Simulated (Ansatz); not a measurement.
## Defect calculation: Li interstitial in silicon

Method: PBE, PAW (plane waves to 420 eV; Ansatz, a first-principles code). The supercell holds 64 host sites (2×2×2 repeats of the unit cell), with a 2×2×2 shifted k-point sampling for the final energies. Site at the start: void with 4Si nearest. Energies of charged states are corrected for periodic images (point charge plus alignment at distant sites). Dielectric constants: PBE linear response of the host. Host gap at this level: 0.61 eV. Finite-size and sampling errors can reach tenths of an eV here. The semilocal functional narrows the gap, so deep levels can fall outside it. Spin–orbit coupling is left out. Each state is the lowest found from its start.

Formation energies E_f are given with the Fermi level at the valence-band maximum. Chemical conditions: host crystal and elements as references (Δμ(Li) = 0.00 eV; Li taken from its element, since no compound that bounds it was computed at this level; only phases computed here count, gases as isolated molecules at 0 K). Reference phases: Li: bcc Li.

The name describes the start; the neighbours show where the added atom ended.

| charge | moment (μB) | point group | largest move off a lattice site (Å) | neighbours of the added atom at the end (Å) | image correction with alignment (eV) | E_f, host crystal and elements as references (eV) |
|---|---|---|---|---|---|---|
| +1 | not spin-polarised | Td | 0.08 | Si 2.45, Si 2.45, Si 2.45, Si 2.45 | 0.19 | -0.28 |
| 0† | fractional | – | 0.09 | Si 2.45, Si 2.45, Si 2.45, Si 2.45 | 0.00 | 0.46 |

† Not settled in this cell, so no level is given: charge 0: fractional moment, a level filled in part, carriers not clearly localised, level within 0.1 eV of a band edge or past it.

Point groups are those of the whole cell at tolerances of 0.03 and 0.1 Å ("near" where only the looser one holds); none is given for unsettled states.

No other site or start that was run ended lower by more than 0.1 eV.
